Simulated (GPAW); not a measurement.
GPAW run on AlCr2C (P6_3/mmc, 8 atoms in the cell): self-consistent single point.

Method: GPAW with PW91, LCAO dzp, GPAW PAW datasets PW91 (made by gpaw-setup).

```
AlCr2C
1.0
    2.80900     0.00000     0.00000
   -1.40450     2.43266     0.00000
    0.00000     0.00000    12.52954
Al Cr C
2 4 2
Direct
  0.66667   0.33333   0.25000
  0.33333   0.66667   0.75000
  0.33333   0.66667   0.41494
  0.66667   0.33333   0.58506
  0.66667   0.33333   0.91494
  0.33333   0.66667   0.08506
  0.00000   0.00000   0.50000
  0.00000   0.00000   0.00000
```

Reference input (self-consistent single point, DFT PBE, LCAO dzp, GPAW PAW datasets PBE (gpaw-data 1.0.1)): mode = lcao; h = 0.2 Å; basis = dzp; xc = PBE; kpts = 7 7 2; mesh shift (steps) = 0 0 0; occupations.name = methfessel-paxton; occupations.width = 0.136 eV; occupations.order = 1; convergence.density = 1e-05 e/electron; symmetry.symmorphic = false; symmetry.tolerance = 0.0005. This run's input differs from it in these lines:

```diff
@@ -20,3 +20,3 @@
             basis='dzp',
-            xc='PBE',
+            xc='PW91',
             kpts={'size': (7, 7, 2), 'gamma': True},
```

Its files differ too (potentials: GPAW PAW datasets PW91 (made by gpaw-setup)).

Log, with long lists cut:

```
     iter     time        total  log10-change:
                         energy   eigst   dens
iter:   1 --:--:--   -77.293688        c
iter:   2 --:--:--   -71.382949        c -0.72
iter:   3 --:--:--   -62.940917        c -0.83
iter:   4 --:--:--   -62.702179        c -1.22
iter:   5 --:--:--   -62.487595        c -1.27
iter:   6 --:--:--   -62.319294        c -1.41
iter:   7 --:--:--   -62.326277        c -1.99
iter:   8 --:--:--   -62.316388c       c -2.12
iter:   9 --:--:--   -62.315197c       c -2.60
iter:  10 --:--:--   -62.315180c       c -3.18
iter:  11 --:--:--   -62.315100c       c -3.23
iter:  12 --:--:--   -62.315094c       c -3.41
   [... 5 lines left out ...]
iter:  18 --:--:--   -62.315092c       c -4.77
iter:  19 --:--:--   -62.315091c       c -4.84
iter:  20 --:--:--   -62.315091c       c -4.89
iter:  21 --:--:--   -62.315090c       c -4.95
iter:  22 --:--:--   -62.315090c       c -5.01c
Converged after 22 iterations.

Dipole moment: (-0.534545, -0.925858, -4.023461) |e|*Ang

Energy contributions relative to reference atoms: (reference = -129619.277711)

Kinetic:        -32.988114
Potential:      +18.365515
External:        +0.000000
XC:             -48.587633
Entropy (-ST):   +0.004636
Local:           +0.892051
SIC:             +0.000000
--------------------------
Free energy:    -62.313545
Extrapolated:   -62.315090

Showing only first 2 kpts
 Kpt  Band  Eigenvalues  Occupancy
  0    17      9.39357    2.00000
  0    18     10.23272    2.01525
  0    19     10.23305    2.01537
  0    20     10.26563    2.03102

  1    17      9.38628    2.00000
  1    18     10.24878    2.02202
  1    19     10.24878    2.02202
  1    20     10.24910    2.02217

Fermi level: 10.50670

No gap
No difference between direct/indirect transitions
Energy (eV): -62.31509

Forces in eV/Ang:
  0 Al    0.00000    0.00000   -0.00000
  1 Al   -0.00000    0.00000    0.00000
  2 Cr   -0.00000   -0.00000   -0.79951
  3 Cr    0.00000    0.00000    0.79951
  4 Cr    0.00000    0.00000   -0.79951
  5 Cr   -0.00000   -0.00000    0.79951
  6 C     0.00000   -0.00000    0.00000
  7 C     0.00000   -0.00000    0.00000
```

The run converged in 22 iterations. Against the reference run the largest force goes from 0.830 to 0.800 eV/Å.

The starting cell comes from a database of computed structures (which also holds hypothetical and non-ambient phases and stackings), without a prior relaxation at this level. Its lattice was rescaled by a random factor within 2.5 % of one. Spin polarisation is off. Values carry the incompleteness of an atom-centred basis.

Cost on one core of a shared machine: roughly 9 min.
